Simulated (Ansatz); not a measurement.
Start from SiC in the wurtzite structure (space group P6_3mc, No. 186; a = 3.076 Å, c = 5.048 Å). Axes: x lies along a and z along c of the hexagonal cell.

Method: Ansatz (a program for electronic structure) PBEsol, without spin-orbit coupling.

For the base:

- Pressure: 0.00 GPa
- Volume per atom: 10.34 Å³
- Band gap: 2.12 eV
- Width of the top valence band: 3.93 eV

One thing is altered: compressive biaxial strain of 1.20 % in the plane normal to [001], as in epitaxy on a mismatched substrate; the out-of-plane cell vector and the atoms relax.

### Question
What does the calculation give for the pressure after the change?

### Answer
The pressure (mean of the normal stresses, compression positive) goes from zero to 5.05 GPa.

### Question
Estimate the effect on the volume per atom.

### Answer
The volume per atom drops by 0.22 Å³, from 10.34 Å³ to 10.12 Å³.

### Question
What does the calculation give for the band gap after the change?

### Answer
The band gap shrinks by 0.159 eV, from 2.12 eV to 1.97 eV.

### Question
What does the calculation give for the width of the top valence band after the change?

### Answer
The width of the top valence band rises by 0.12 eV, from 3.93 eV to 4.05 eV.

Whether these cells are dynamically stable was not tested.
